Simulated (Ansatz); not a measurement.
Defect: interstitial Cd in wurtzite CdS, charge state +2. All values below come from PBE, PAW (plane waves to 420 eV; Ansatz, a program for electronic structure).

Settings: 72 host sites, the relaxed PBE lattice, one k-point at (0.125, 0.250, 0.250), smearing 0.01 eV, spin-restricted, no image-charge correction. Static, classical nuclei. The charge state is imposed; whether it is stable for some Fermi level was not computed. Sites that were not tried may lie lower.

Barriers: single points on a 2×2×2 k-point mesh shifted by half a step along c at the bands' geometries.

Relaxed starting cell (atoms counted from 1):

```xyz
73
Lattice="12.5890 0.0000 0.0000 -6.2945 10.9024 0.0000 0.0000 0.0000 13.6579" Properties=species:S:1:pos:R:3 pbc="T T T"
Cd     2.3106     1.2850     3.2477
Cd     2.1078     1.2031    10.2821
Cd     0.0041     4.8231     3.4134
Cd     0.0031     4.8467    10.3004
Cd    -2.0798     8.4564     3.4104
Cd    -2.0780     8.4576    10.2901
Cd     6.2941     1.1578     3.4149
Cd     6.2965     1.1896    10.1993
Cd     4.1531     4.8622     3.4167
Cd     4.1946     4.8386    10.1986
Cd     2.0961     8.4611     3.4118
Cd     2.0861     8.4594    10.2953
Cd    10.2787     1.3013     3.2496
Cd    10.4890     1.2018    10.2833
Cd     8.4346     4.8616     3.4158
Cd     8.4020     4.8393    10.1984
Cd     6.3091     8.2570     3.2449
Cd     6.2980     8.4595    10.2804
Cd    -0.0160     2.5543     6.9590
Cd    -0.0081     2.4190    13.6689
Cd    -2.0856     6.0792     6.8697
Cd    -2.1102     6.0601    13.6483
Cd    -4.0919     9.6429     6.9568
Cd    -4.2007     9.6962    13.6489
Cd     4.2409     2.4735     6.8298
Cd     4.2148     2.4492    13.5565
Cd     2.0628     6.0814     6.8749
Cd     2.0929     6.0611    13.6467
Cd    -0.0089     9.6813     6.8647
Cd    -0.0074     9.7057    13.6495
Cd     8.3142     2.4774     6.8364
Cd     8.3549     2.4494    13.5530
Cd     6.2816     6.0175     6.8218
Cd     6.2852     6.0349    13.5611
Cd     4.0727     9.6487     6.9584
Cd     4.1908     9.6991    13.6566
S      2.0234     1.1748     5.9395
S      2.0940     1.2137    12.8485
S     -0.0063     4.8690     5.9797
S     -0.0055     4.8323    12.8623
S     -2.0846     8.4723     5.9776
S     -2.1044     8.4821    12.8505
S      6.2837     1.1944     5.9744
S      6.2869     1.1983    12.7623
S      4.1650     4.8705     5.9751
S      4.1774     4.8585    12.7620
S      2.0731     8.4727     5.9785
S      2.0988     8.4847    12.8562
S     10.5434     1.1801     5.9463
S     10.4828     1.2145    12.8510
S      8.4050     4.8714     5.9749
S      8.3992     4.8601    12.7618
S      6.2888     8.5807     5.9315
S      6.2895     8.4820    12.8459
S      0.0000     2.3417     2.6415
S      0.0001     2.4202     9.4676
S     -2.0828     6.0479     2.5657
S     -2.0831     6.0550     9.4163
S     -4.2250     9.6975     2.6111
S     -4.1905     9.6815     9.4664
S      4.3034     2.4874     2.4914
S      4.1810     2.4080     9.3689
S      2.0816     6.0529     2.5653
S      2.0838     6.0565     9.4204
S      0.0037     9.6752     2.5662
S      0.0014     9.6688     9.4122
S      8.2792     2.4861     2.4886
S      8.4077     2.4074     9.3728
S      6.2905     5.9252     2.4955
S      6.2947     6.0699     9.3641
S      4.2400     9.7054     2.6236
S      4.1914     9.6814     9.4673
Cd    -0.0141     0.0229     4.7027
```
Cell charge +2.

End state 1 differs by these moves (Å; atoms that move under 0.08 Å are left out):

```json
[
 {"atom": "1", "element": "Cd", "Δx": "-0.10", "Δy": "-0.04", "Δz": "0.29"},
 {"atom": "4", "element": "Cd", "Δx": "0.00", "Δy": "0.01", "Δz": "-0.16"},
 {"atom": "6", "element": "Cd", "Δx": "0.01", "Δy": "-0.01", "Δz": "-0.16"},
 {"atom": "9", "element": "Cd", "Δx": "0.07", "Δy": "-0.05", "Δz": "0.03"},
 {"atom": "12", "element": "Cd", "Δx": "-0.01", "Δy": "-0.02", "Δz": "-0.16"},
 {"atom": "13", "element": "Cd", "Δx": "0.11", "Δy": "-0.05", "Δz": "0.29"},
 {"atom": "17", "element": "Cd", "Δx": "-0.01", "Δy": "0.09", "Δz": "0.29"},
 {"atom": "19", "element": "Cd", "Δx": "0.01", "Δy": "-0.12", "Δz": "-0.10"},
 {"atom": "20", "element": "Cd", "Δx": "0.00", "Δy": "0.22", "Δz": "-0.18"},
 {"atom": "21", "element": "Cd", "Δx": "-0.02", "Δy": "-0.03", "Δz": "-0.09"},
 {"atom": "23", "element": "Cd", "Δx": "-0.10", "Δy": "0.05", "Δz": "-0.10"},
 {"atom": "24", "element": "Cd", "Δx": "0.20", "Δy": "-0.11", "Δz": "-0.16"},
 {"atom": "26", "element": "Cd", "Δx": "-0.02", "Δy": "-0.02", "Δz": "0.09"},
 {"atom": "27", "element": "Cd", "Δx": "0.04", "Δy": "-0.03", "Δz": "-0.10"},
 {"atom": "29", "element": "Cd", "Δx": "0.01", "Δy": "0.02", "Δz": "-0.09"},
 {"atom": "31", "element": "Cd", "Δx": "0.06", "Δy": "-0.05", "Δz": "0.03"},
 {"atom": "32", "element": "Cd", "Δx": "0.03", "Δy": "-0.02", "Δz": "0.10"},
 {"atom": "34", "element": "Cd", "Δx": "0.00", "Δy": "0.02", "Δz": "0.09"},
 {"atom": "35", "element": "Cd", "Δx": "0.11", "Δy": "0.04", "Δz": "-0.10"},
 {"atom": "36", "element": "Cd", "Δx": "-0.20", "Δy": "-0.11", "Δz": "-0.17"},
 {"atom": "37", "element": "S", "Δx": "0.08", "Δy": "0.04", "Δz": "0.10"},
 {"atom": "40", "element": "S", "Δx": "0.01", "Δy": "0.14", "Δz": "-0.13"},
 {"atom": "42", "element": "S", "Δx": "0.11", "Δy": "-0.07", "Δz": "-0.13"},
 {"atom": "48", "element": "S", "Δx": "-0.11", "Δy": "-0.08", "Δz": "-0.13"},
 {"atom": "49", "element": "S", "Δx": "-0.06", "Δy": "0.03", "Δz": "0.10"},
 {"atom": "53", "element": "S", "Δx": "0.00", "Δy": "-0.11", "Δz": "0.11"},
 {"atom": "55", "element": "S", "Δx": "0.00", "Δy": "-0.02", "Δz": "-0.13"},
 {"atom": "58", "element": "S", "Δx": "-0.02", "Δy": "-0.02", "Δz": "-0.08"},
 {"atom": "59", "element": "S", "Δx": "-0.03", "Δy": "0.02", "Δz": "-0.09"},
 {"atom": "61", "element": "S", "Δx": "-0.09", "Δy": "-0.07", "Δz": "0.07"},
 {"atom": "64", "element": "S", "Δx": "0.03", "Δy": "-0.02", "Δz": "-0.08"},
 {"atom": "67", "element": "S", "Δx": "0.10", "Δy": "-0.07", "Δz": "0.07"},
 {"atom": "69", "element": "S", "Δx": "0.01", "Δy": "0.10", "Δz": "0.06"},
 {"atom": "71", "element": "S", "Δx": "0.03", "Δy": "0.02", "Δz": "-0.11"},
 {"atom": "73", "element": "Cd", "Δx": "0.02", "Δy": "-0.04", "Δz": "-3.42"}
]
```

Q: What is the computed forward and backward barriers to end state 1 (PBE, PAW)?

A: forward 0.45 eV, backward 0.45 eV; at the saddle point atom 73 has neighbours 2 Cd at 2.87, Cd at 2.88; 3 S at 2.52 Å. The saddle point's order was not checked.
